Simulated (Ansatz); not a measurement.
# Pressure series in Mg

The reference is Mg in the bcc (W type) structure (space group Im-3m, No. 229; a = 3.559 Å; a cell from a computed database, its experimental status unchecked).

Cell and atoms are relaxed at each pressure.

All numbers come from plane-wave PAW DFT at the r2SCAN level (Ansatz, a first-principles code, 500 eV), no spin-orbit coupling.

Notes on the quantities. enthalpy: H = E + PV relative to the base's energy.

```json
[
 {"variant": "base", "shortest interatomic distance": "3.082 Å", "density": "1.79 g/cm³", "enthalpy": "–"},
 {"variant": "pressure −2 GPa", "shortest interatomic distance": "3.141 Å", "density": "1.69 g/cm³", "enthalpy": "-0.29 eV/atom"},
 {"variant": "pressure −1 GPa", "shortest interatomic distance": "3.109 Å", "density": "1.74 g/cm³", "enthalpy": "-0.14 eV/atom"},
 {"variant": "pressure 0.3 GPa", "shortest interatomic distance": "3.074 Å", "density": "1.81 g/cm³", "enthalpy": "+0.04 eV/atom"},
 {"variant": "pressure 0.7 GPa", "shortest interatomic distance": "3.064 Å", "density": "1.82 g/cm³", "enthalpy": "+0.10 eV/atom"},
 {"variant": "pressure 1.5 GPa", "shortest interatomic distance": "3.045 Å", "density": "1.86 g/cm³", "enthalpy": "+0.21 eV/atom"},
 {"variant": "pressure 3 GPa", "shortest interatomic distance": "3.013 Å", "density": "1.92 g/cm³", "enthalpy": "+0.41 eV/atom"},
 {"variant": "pressure 5 GPa", "shortest interatomic distance": "2.976 Å", "density": "1.99 g/cm³", "enthalpy": "+0.67 eV/atom"},
 {"variant": "pressure 7.5 GPa", "shortest interatomic distance": "2.935 Å", "density": "2.07 g/cm³", "enthalpy": "+0.98 eV/atom"},
 {"variant": "pressure 10 GPa", "shortest interatomic distance": "2.901 Å", "density": "2.15 g/cm³", "enthalpy": "+1.27 eV/atom"}
]
```

Load acts through the strain it causes; cell and atoms are relaxed under it. Whether these cells are dynamically stable was not tested. Competing high-pressure phases were not computed. This is not the structure that Mg has at room temperature and ambient pressure.
